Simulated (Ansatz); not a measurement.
The parent structure is Si in the diamond structure (space group Fd-3m, No. 227; a = 5.444 Å). Axes: x, y, z lie along the cube axes.

Structures relaxed with plane-wave PAW DFT at the r2SCAN level (Ansatz, a quantum-chemistry and plane-wave program, 500 eV), no SOC, earlier PAW set.

Base:

Simulated powder pattern, Co Kα, λ = 1.79026 Å (kinematic, ideal powder, no thermal factors, no anomalous dispersion; the 8 strongest lines at most, above 2 %, up to 2θ = 90°):

```csv
2θ (°),I/Imax (%),hkl
33.09,100,(111)
55.43,65,(220)
66.09,38,(311)
82.25,11,(400)
```

Now apply this change: biaxial strain −1.74 %, plane normal [001], relaxed out of plane (Cartesian); in-plane vectors clamped, the third vector and the atoms free.

Problem. Predict the new powder pattern.

Solution. 
Simulated powder pattern, Co Kα, λ = 1.79026 Å (kinematic, ideal powder, no thermal factors, no anomalous dispersion; the 8 strongest lines at most, above 2 %, up to 2θ = 90°):

| 2θ (°) | d (Å) | I/Imax (%) | hkl |
|---|---|---|---|
| 33.36 | 3.119 | 100 | (111) |
| 55.59 | 1.920 | 44 | (202) |
| 56.50 | 1.891 | 21 | (220) |
| 65.58 | 1.653 | 13 | (113) |
| 67.22 | 1.617 | 25 | (311) |
| 81.00 | 1.378 | 3.8 | (004) |
| 84.03 | 1.337 | 7.1 | (400) |

The indices refer to the base's conventional cell; one index is shown for lines that coincide. The space group is now I4_1/amd (No. 141).

Stability against distortions was not tested.
